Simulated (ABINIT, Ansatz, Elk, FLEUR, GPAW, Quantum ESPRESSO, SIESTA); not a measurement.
## One structure in several programs: MnAgO2 (C2/m, 4 atoms in the cell)

Self-consistent single point.

```yaml
crystal:
  lattice:
    - [2.78319, -1.45639, 0.00000]
    - [2.78319, 1.45639, 0.00000]
    - [-1.31685, 0.00000, 6.23195]
  atoms:
    - { symbol: Mn, position: [0.50000, 0.50000, 0.50000], spin: 4.0 }
    - { symbol: Ag, position: [0.00000, 0.00000, 0.00000] }
    - { symbol: O, position: [0.10099, 0.10099, 0.33562] }
    - { symbol: O, position: [0.89901, 0.89901, 0.66438] }
```
(The spins are starting values, not results.)

All programs got the same cell, k-point mesh and kind of occupations, and the same starting moments (in Ansatz's words: kpoints.mp_grid.grid = 7 7 3; magnetization.spin_polarized = true; scf.occupations.method = fermi_dirac; scf.occupations.width = 0.05 eV); potentials, basis and cutoffs are each program's usual ones.

| code | model | largest force (eV/Å) | size of the net moment (μB/atom) | k-points | cutoff |
|---|---|---|---|---|---|
| GPAW | PBEsol, GPAW PAW datasets PBEsol (made by gpaw-setup) | 0.036 | 0.99 | 44 | 950 eV |
| Quantum ESPRESSO | PBEsol, GBRV 1.5 ultrasoft (PBESOL) pseudopotentials | 0.209 | 0.99 | 44 | 50 Ry |
| SIESTA | GGA PBEsol, numerical atomic orbitals DZP, PseudoDojo PBEsol standard norm-conserving potentials (rewritten from UPF to PSML) | 0.237 | 0.99 | 74 | grid 300 Ry |
| ABINIT | PBEsol, PAW (JTH v2.0 PBE PAW, files made for PBE) | 0.149 | 0.99 | 44 | 30 Ha |
| Ansatz | PBEsol, PAW files made with PBE | 0.202 | 0.99 | 44 | default |
| Elk | PBEsol, all-electron FP-LAPW, Elk's shipped species files, APW+lo basis with extra local orbitals | – | 0.99 | 44 | rgkmax 7.5 |
| FLEUR | PBEsol, all-electron FLAPW (FLEUR), scalar-relativistic valence | 0.293 | 0.99 | 44 | Kmax 4.7 1/bohr |

A dash marks a value that a program does not give, or that is left out as unsure.

The spread over the programs that give each value: largest force within 0.257 eV/Å; size of the net moment within 0.00 μB/atom.

The starting cell comes from a database of computed structures (which also holds hypothetical and non-ambient phases and stackings), without a prior relaxation at this level. Its lattice was rescaled by a random factor within 2.5 % of one. On Ansatz's run: With one magnetic atom in the cell only a parallel order is possible. In the base run, with a pressure of about -5 GPa the cell is away from its equilibrium volume at this level.

**Question.** Why do the programs differ, and what cannot be compared?

**Answer.** Differences of this kind can come from the potentials, where these differ, and from what each basis and cutoff leave unconverged. The valence holds different numbers of electrons (GPAW 44, Quantum ESPRESSO 46, SIESTA 46, ABINIT 38, Ansatz (a program for electronic structure) 46, FLEUR 44). The zero of total energies and Fermi levels follows the potentials and each program's conventions, so they are not compared here. SIESTA uses small atom-centred bases, whose incompleteness enters pressures, forces and empty levels differently from a plane-wave cutoff. Elk and FLEUR treat all electrons, but the usual bases taken here (sphere radii, linearisation, local orbitals, empty states) were not tested for convergence, so the values are no reference for the others. Site moments depend on each program's spheres or projections; the total moment of the cell does not. The programs reduce the same mesh by symmetry to different extents, which changes the work and not the result. In the force vectors, GPAW (by 0.137), SIESTA (by 0.183) and FLEUR (by 0.127) lie more than 0.08 eV/Å from the median of the plane-wave programs.

Keys are those of Ansatz 0.2.
